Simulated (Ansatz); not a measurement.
Electronic density of states of amorphous Nb$_{16}$O$_{42}$Ti, density 4.22 g/cm³, on a 2×2×2 Γ-centred mesh with a Gaussian width of 0.1 eV; energies count from the Fermi level, whose place inside the gap is arbitrary. Cell and mesh are small, so fine structure isn't converged. Calculation: PBE, scalar-relativistic without spin-orbit coupling (plane waves to 420 eV, PAW; Ansatz, a program for electronic structure). Sampling: a 2×2×2 Γ-centred mesh; Fermi-Dirac width 0.02 eV; no spin polarisation.

A CHGNet melt-quench gave the starting glass, which DFT then relaxed. O atoms were pushed apart under 1.9 Å during the dynamics, to hinder bonds among them. The hot cell started wider than the set density and was brought back towards it in steps. It is the lowest in DFT energy of 2 quenches. It is a model cell: composition and starting density were chosen by hand, and all elements were melted together. No dispersion term was used. Its density started from a set value of 4.26 and ended at 4.22 g/cm³. The simulated quench (nominally 210 K/ps over its main leg) is rapid and tends to freeze in more defects than a deposited or slowly cooled glass has. Values belong to this one cell and scatter from quench to quench. The volume was free in the relaxation, at fixed shape. Stress components on the final sampling reach 1.5 GPa. On a 2×2×2 Γ-centred mesh force components of up to 0.14 eV/Å stay, since the relaxation ran on the zone centre alone.

```json
[
 {"E - EF (eV)": "-12.00", "states/(eV atom)": "0.00"},
 {"E - EF (eV)": "-11.90", "states/(eV atom)": "0.00"},
 {"E - EF (eV)": "-11.80", "states/(eV atom)": "0.00"},
 {"E - EF (eV)": "-11.70", "states/(eV atom)": "0.00"},
 {"E - EF (eV)": "-11.60", "states/(eV atom)": "0.00"},
 {"E - EF (eV)": "-11.50", "states/(eV atom)": "0.00"},
 {"E - EF (eV)": "-11.40", "states/(eV atom)": "0.00"},
 {"E - EF (eV)": "-11.30", "states/(eV atom)": "0.00"},
 {"E - EF (eV)": "-11.20", "states/(eV atom)": "0.00"},
 {"E - EF (eV)": "-11.10", "states/(eV atom)": "0.00"},
 {"E - EF (eV)": "-11.00", "states/(eV atom)": "0.00"},
 {"E - EF (eV)": "-10.90", "states/(eV atom)": "0.00"},
 {"E - EF (eV)": "-10.80", "states/(eV atom)": "0.00"},
 {"E - EF (eV)": "-10.70", "states/(eV atom)": "0.00"},
 {"E - EF (eV)": "-10.60", "states/(eV atom)": "0.00"},
 {"E - EF (eV)": "-10.50", "states/(eV atom)": "0.00"},
 {"E - EF (eV)": "-10.40", "states/(eV atom)": "0.00"},
 {"E - EF (eV)": "-10.30", "states/(eV atom)": "0.00"},
 {"E - EF (eV)": "-10.20", "states/(eV atom)": "0.00"},
 {"E - EF (eV)": "-10.10", "states/(eV atom)": "0.00"},
 {"E - EF (eV)": "-10.00", "states/(eV atom)": "0.00"},
 {"E - EF (eV)": "-9.90", "states/(eV atom)": "0.00"},
 {"E - EF (eV)": "-9.80", "states/(eV atom)": "0.00"},
 {"E - EF (eV)": "-9.70", "states/(eV atom)": "0.00"},
 {"E - EF (eV)": "-9.60", "states/(eV atom)": "0.00"},
 {"E - EF (eV)": "-9.50", "states/(eV atom)": "0.00"},
 {"E - EF (eV)": "-9.40", "states/(eV atom)": "0.00"},
 {"E - EF (eV)": "-9.30", "states/(eV atom)": "0.00"},
 {"E - EF (eV)": "-9.20", "states/(eV atom)": "0.00"},
 {"E - EF (eV)": "-9.10", "states/(eV atom)": "0.00"},
 {"E - EF (eV)": "-9.00", "states/(eV atom)": "0.00"},
 {"E - EF (eV)": "-8.90", "states/(eV atom)": "0.00"},
 {"E - EF (eV)": "-8.80", "states/(eV atom)": "0.00"},
 {"E - EF (eV)": "-8.70", "states/(eV atom)": "0.00"},
 {"E - EF (eV)": "-8.60", "states/(eV atom)": "0.00"},
 {"E - EF (eV)": "-8.50", "states/(eV atom)": "0.00"},
 {"E - EF (eV)": "-8.40", "states/(eV atom)": "0.00"},
 {"E - EF (eV)": "-8.30", "states/(eV atom)": "0.00"},
 {"E - EF (eV)": "-8.20", "states/(eV atom)": "0.00"},
 {"E - EF (eV)": "-8.10", "states/(eV atom)": "0.00"},
 {"E - EF (eV)": "-8.00", "states/(eV atom)": "0.00"},
 {"E - EF (eV)": "-7.90", "states/(eV atom)": "0.00"},
 {"E - EF (eV)": "-7.80", "states/(eV atom)": "0.00"},
 {"E - EF (eV)": "-7.70", "states/(eV atom)": "0.00"},
 {"E - EF (eV)": "-7.60", "states/(eV atom)": "0.00"},
 {"E - EF (eV)": "-7.50", "states/(eV atom)": "0.00"},
 {"E - EF (eV)": "-7.40", "states/(eV atom)": "0.00"},
 {"E - EF (eV)": "-7.30", "states/(eV atom)": "0.00"},
 {"E - EF (eV)": "-7.20", "states/(eV atom)": "0.00"},
 {"E - EF (eV)": "-7.10", "states/(eV atom)": "0.00"},
 {"E - EF (eV)": "-7.00", "states/(eV atom)": "0.00"},
 {"E - EF (eV)": "-6.90", "states/(eV atom)": "0.00"},
 {"E - EF (eV)": "-6.80", "states/(eV atom)": "0.00"},
 {"E - EF (eV)": "-6.70", "states/(eV atom)": "0.00"},
 {"E - EF (eV)": "-6.60", "states/(eV atom)": "0.00"},
 {"E - EF (eV)": "-6.50", "states/(eV atom)": "0.05"},
 {"E - EF (eV)": "-6.40", "states/(eV atom)": "0.32"},
 {"E - EF (eV)": "-6.30", "states/(eV atom)": "0.58"},
 {"E - EF (eV)": "-6.20", "states/(eV atom)": "0.62"},
 {"E - EF (eV)": "-6.10", "states/(eV atom)": "0.75"},
 {"E - EF (eV)": "-6.00", "states/(eV atom)": "0.79"},
 {"E - EF (eV)": "-5.90", "states/(eV atom)": "0.84"},
 {"E - EF (eV)": "-5.80", "states/(eV atom)": "0.98"},
 {"E - EF (eV)": "-5.70", "states/(eV atom)": "1.00"},
 {"E - EF (eV)": "-5.60", "states/(eV atom)": "0.98"},
 {"E - EF (eV)": "-5.50", "states/(eV atom)": "0.95"},
 {"E - EF (eV)": "-5.40", "states/(eV atom)": "0.94"},
 {"E - EF (eV)": "-5.30", "states/(eV atom)": "0.89"},
 {"E - EF (eV)": "-5.20", "states/(eV atom)": "0.83"},
 {"E - EF (eV)": "-5.10", "states/(eV atom)": "0.87"},
 {"E - EF (eV)": "-5.00", "states/(eV atom)": "0.85"},
 {"E - EF (eV)": "-4.90", "states/(eV atom)": "0.77"},
 {"E - EF (eV)": "-4.80", "states/(eV atom)": "0.72"},
 {"E - EF (eV)": "-4.70", "states/(eV atom)": "0.73"},
 {"E - EF (eV)": "-4.60", "states/(eV atom)": "0.75"},
 {"E - EF (eV)": "-4.50", "states/(eV atom)": "0.78"},
 {"E - EF (eV)": "-4.40", "states/(eV atom)": "0.76"},
 {"E - EF (eV)": "-4.30", "states/(eV atom)": "0.72"},
 {"E - EF (eV)": "-4.20", "states/(eV atom)": "0.77"},
 {"E - EF (eV)": "-4.10", "states/(eV atom)": "0.83"},
 {"E - EF (eV)": "-4.00", "states/(eV atom)": "0.88"},
 {"E - EF (eV)": "-3.90", "states/(eV atom)": "0.84"},
 {"E - EF (eV)": "-3.80", "states/(eV atom)": "0.83"},
 {"E - EF (eV)": "-3.70", "states/(eV atom)": "0.78"},
 {"E - EF (eV)": "-3.60", "states/(eV atom)": "0.78"},
 {"E - EF (eV)": "-3.50", "states/(eV atom)": "0.79"},
 {"E - EF (eV)": "-3.40", "states/(eV atom)": "0.79"},
 {"E - EF (eV)": "-3.30", "states/(eV atom)": "0.88"},
 {"E - EF (eV)": "-3.20", "states/(eV atom)": "0.86"},
 {"E - EF (eV)": "-3.10", "states/(eV atom)": "0.88"},
 {"E - EF (eV)": "-3.00", "states/(eV atom)": "0.94"},
 {"E - EF (eV)": "-2.90", "states/(eV atom)": "0.97"},
 {"E - EF (eV)": "-2.80", "states/(eV atom)": "1.02"},
 {"E - EF (eV)": "-2.70", "states/(eV atom)": "1.02"},
 {"E - EF (eV)": "-2.60", "states/(eV atom)": "1.00"},
 {"E - EF (eV)": "-2.50", "states/(eV atom)": "1.02"},
 {"E - EF (eV)": "-2.40", "states/(eV atom)": "1.05"},
 {"E - EF (eV)": "-2.30", "states/(eV atom)": "1.08"},
 {"E - EF (eV)": "-2.20", "states/(eV atom)": "1.09"},
 {"E - EF (eV)": "-2.10", "states/(eV atom)": "1.10"},
 {"E - EF (eV)": "-2.00", "states/(eV atom)": "1.02"},
 {"E - EF (eV)": "-1.90", "states/(eV atom)": "0.96"},
 {"E - EF (eV)": "-1.80", "states/(eV atom)": "0.94"},
 {"E - EF (eV)": "-1.70", "states/(eV atom)": "0.79"},
 {"E - EF (eV)": "-1.60", "states/(eV atom)": "0.63"},
 {"E - EF (eV)": "-1.50", "states/(eV atom)": "0.49"},
 {"E - EF (eV)": "-1.40", "states/(eV atom)": "0.20"},
 {"E - EF (eV)": "-1.30", "states/(eV atom)": "0.02"},
 {"E - EF (eV)": "-1.20", "states/(eV atom)": "0.00"},
 {"E - EF (eV)": "-1.10", "states/(eV atom)": "0.00"},
 {"E - EF (eV)": "-1.00", "states/(eV atom)": "0.00"},
 {"E - EF (eV)": "-0.90", "states/(eV atom)": "0.00"},
 {"E - EF (eV)": "-0.80", "states/(eV atom)": "0.00"},
 {"E - EF (eV)": "-0.70", "states/(eV atom)": "0.00"},
 {"E - EF (eV)": "-0.60", "states/(eV atom)": "0.00"},
 {"E - EF (eV)": "-0.50", "states/(eV atom)": "0.00"},
 {"E - EF (eV)": "-0.40", "states/(eV atom)": "0.00"},
 {"E - EF (eV)": "-0.30", "states/(eV atom)": "0.00"},
 {"E - EF (eV)": "-0.20", "states/(eV atom)": "0.00"},
 {"E - EF (eV)": "-0.10", "states/(eV atom)": "0.00"},
 {"E - EF (eV)": "0.00", "states/(eV atom)": "0.00"},
 {"E - EF (eV)": "0.10", "states/(eV atom)": "0.00"},
 {"E - EF (eV)": "0.20", "states/(eV atom)": "0.00"},
 {"E - EF (eV)": "0.30", "states/(eV atom)": "0.00"},
 {"E - EF (eV)": "0.40", "states/(eV atom)": "0.00"},
 {"E - EF (eV)": "0.50", "states/(eV atom)": "0.00"},
 {"E - EF (eV)": "0.60", "states/(eV atom)": "0.00"},
 {"E - EF (eV)": "0.70", "states/(eV atom)": "0.00"},
 {"E - EF (eV)": "0.80", "states/(eV atom)": "0.00"},
 {"E - EF (eV)": "0.90", "states/(eV atom)": "0.00"},
 {"E - EF (eV)": "1.00", "states/(eV atom)": "0.00"},
 {"E - EF (eV)": "1.10", "states/(eV atom)": "0.00"},
 {"E - EF (eV)": "1.20", "states/(eV atom)": "0.00"},
 {"E - EF (eV)": "1.30", "states/(eV atom)": "0.02"},
 {"E - EF (eV)": "1.40", "states/(eV atom)": "0.13"},
 {"E - EF (eV)": "1.50", "states/(eV atom)": "0.31"},
 {"E - EF (eV)": "1.60", "states/(eV atom)": "0.41"},
 {"E - EF (eV)": "1.70", "states/(eV atom)": "0.48"},
 {"E - EF (eV)": "1.80", "states/(eV atom)": "0.57"},
 {"E - EF (eV)": "1.90", "states/(eV atom)": "0.67"},
 {"E - EF (eV)": "2.00", "states/(eV atom)": "0.64"},
 {"E - EF (eV)": "2.10", "states/(eV atom)": "0.63"},
 {"E - EF (eV)": "2.20", "states/(eV atom)": "0.60"},
 {"E - EF (eV)": "2.30", "states/(eV atom)": "0.65"},
 {"E - EF (eV)": "2.40", "states/(eV atom)": "0.66"},
 {"E - EF (eV)": "2.50", "states/(eV atom)": "0.62"},
 {"E - EF (eV)": "2.60", "states/(eV atom)": "0.57"},
 {"E - EF (eV)": "2.70", "states/(eV atom)": "0.58"},
 {"E - EF (eV)": "2.80", "states/(eV atom)": "0.63"},
 {"E - EF (eV)": "2.90", "states/(eV atom)": "0.65"},
 {"E - EF (eV)": "3.00", "states/(eV atom)": "0.63"},
 {"E - EF (eV)": "3.10", "states/(eV atom)": "0.61"},
 {"E - EF (eV)": "3.20", "states/(eV atom)": "0.62"},
 {"E - EF (eV)": "3.30", "states/(eV atom)": "0.69"}
]
```

The gap on this mesh is 2.89 eV; the broadening fills part of it in the curve.
